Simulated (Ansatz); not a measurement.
A computed series for WSi2: response to strain

Base system: WSi₂ (space group I4/mmm, No. 139; a = 3.2024 Å, c = 7.8177 Å; relaxed with 0.1 eV smearing). Axes: x, y, z lie along a, b, c of the conventional cell.

Strains are applied to the cell and any free atomic positions relax; under biaxial strain the out-of-plane vector relaxes too.

Level of theory: PBEsol (Ansatz, a first-principles code, PAW, no spin-orbit coupling).

```tsv
biaxial strain, plane normal [001], relaxed out of plane (%)	out-of-plane strain (%)
0	0.00
0.5	?
1	-0.35
1.5	-0.51
2	-0.66
2.5	-0.81
3	-0.95
```

Problem. Fit ε⊥ = −νε + γε² (strains in %) to the rows shown and predict the withheld row.

Solution. Least squares on the printed values gives ν = 0.36 (the biaxial Poisson response) and γ = 0.015 (largest residual 0.00 %); this predicts -0.18 %, and the run gives -0.18 %, in agreement.

Stability against distortions was not tested. The final runs are not spin-polarised.
